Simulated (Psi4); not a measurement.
Psi4 1.11, unrestricted PBE/def2-svp: Fe(Cl)(k2OAc)(NH3)2 (CC1[O][Fe](<-[NH3])(<-[NH3])([Cl])<-[O]=1), charge 0, multiplicity 5, 17 atoms. The geometry is a generated start, not checked to be a minimum at this level.

```
Quantity                             Result
--------------------------  ---------------
task                                 energy
method                                  pbe
basis                              def2-svp
memory                                 3 GB
maxiter                                 100
keys of the molecule block      symmetry c1
scf_type                       df (default)
e_convergence               1e-06 (default)
d_convergence               1e-06 (default)
dft_radial_points              75 (default)
dft_spherical_points          302 (default)
basis functions                         178
grid points                          363117
```

```xyz
17

Fe    -0.6919     0.8440    -0.6326
Cl    -1.6573     2.6708    -0.9535
C      1.4876    -0.1745     2.7908
C      0.7024     0.1778     1.5446
O     -0.5271    -0.0763     1.4911
O      1.2910     0.6991     0.5636
H      2.4926     0.2310     2.7218
H      0.9791     0.2212     3.6658
H      1.5339    -1.2574     2.8856
N     -2.2415    -1.0062    -0.9117
H     -3.1095    -0.7700    -1.3771
H     -2.4349    -1.1235     0.0794
H     -1.9179    -1.8963    -1.2690
N      0.8090     0.3751    -2.4869
H      0.7513     1.0944    -3.1981
H      0.8622    -0.5248    -2.9462
H      1.6709     0.5158    -1.9678
```

Charge 0 and multiplicity 5 are set for this test and not shown to be the ground state.

With the defaults (scf_initial_accelerator = adiis, diis_max_vecs = 10, diis_start = 1, damping_percentage = 0, level_shift = 0, level_shift_cutoff = 0.01, diis = true, guess = auto, which took SAD, soscf = false, soscf_start_convergence = 0.01) it converges in 31 SCF iterations. One run each on 2 threads, with these changes:
- level_shift = 0.1, level_shift_cutoff = 0.001
- damping_percentage = 60
- scf_initial_accelerator = none, damping_percentage = 60, diis = false
- diis_max_vecs = 3
- soscf = true
- soscf = true, soscf_start_convergence = 0.1
- diis_start = 4
- scf_initial_accelerator = none
- scf_initial_accelerator = ediis
- guess = core

Question: Name the settings that don't reach the solution of the defaults.

Answer: No convergence: scf_initial_accelerator = none; diis_max_vecs = 3; diis_start = 4; damping_percentage = 60; level_shift = 0.1, level_shift_cutoff = 0.001; scf_initial_accelerator = none, damping_percentage = 60, diis = false (the run ends without SCF convergence in 100 iterations). The rest reach the solution of the defaults.

```
setting                                                                SCF iterations  JK calls             end
---------------------------------------------------------------------  --------------  --------  --------------
guess = core                                                                       24        24   same solution
scf_initial_accelerator = ediis                                                    27        28   same solution
soscf = true                                                                       28        64   same solution
soscf = true, soscf_start_convergence = 0.1                                        29        70   same solution
the defaults                                                                       31        32   same solution
scf_initial_accelerator = none                                                    100       101  no convergence
diis_max_vecs = 3                                                                 100       101  no convergence
diis_start = 4                                                                    100       101  no convergence
damping_percentage = 60                                                           100       101  no convergence
level_shift = 0.1, level_shift_cutoff = 0.001                                     100       101  no convergence
scf_initial_accelerator = none, damping_percentage = 60, diis = false             100       101  no convergence
```

An SOSCF iteration holds several JK calls; a Hückel guess adds calls on atoms.
